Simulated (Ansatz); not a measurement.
Bond-angle distributions (per cent of the angles at each element, bins of 10°) of a relaxed model of amorphous Si24O51Sc2 at 2.28 g/cm³. Method: PBE, scalar-relativistic without spin-orbit coupling (plane waves to 420 eV, PAW; Ansatz, an electronic-structure program).

A CHGNet melt-quench gave the starting glass, which DFT then relaxed. O atoms were pushed apart under 1.9 Å during the dynamics, to hinder bonds among them. The hot cell started wider than the set density and was brought back towards it in steps. It is the lowest in DFT energy of 2 quenches. It is a model cell: composition and starting density were chosen by hand, and all elements were melted together. No dispersion term was used. Its density started from a set value of 2.28 and ended at 2.28 g/cm³. The quench (nominally 320 K/ps over its main leg) was far faster than any real one, so the model tends to hold more defects than a real film. Values belong to this one cell and scatter from quench to quench. The volume was held where the preparation left it and the shape relaxed, at a PBE pressure of -0.7 GPa (tension). Stress components on the final sampling reach 0.7 GPa.

Neighbours within Si-Si 2.60 Å, Si-O 1.90 Å, Si-Sc 2.93 Å, O-O 1.58 Å, O-Sc 2.60 Å, Sc-Sc 3.41 Å count as bonded. Two cations that share two anions don't count as bonded, nor two that share one unless they lie closer than Si-Si 2.38 Å, Si-Sc 2.85 Å, Sc-Sc 3.32 Å.

```csv
angle (°),at Si,at O
50-60,0,0
60-70,0,0
70-80,0,0
80-90,0,2
90-100,1,5
100-110,56,0
110-120,42,14
120-130,2,12
130-140,0,28
140-150,0,19
150-160,0,9
160-170,0,11
170-180,0,0
```

They go with these counts of neighbours within the cut-offs, cation contacts included: Si mean 4.0, most often 4; O mean 2.1, most often 2.
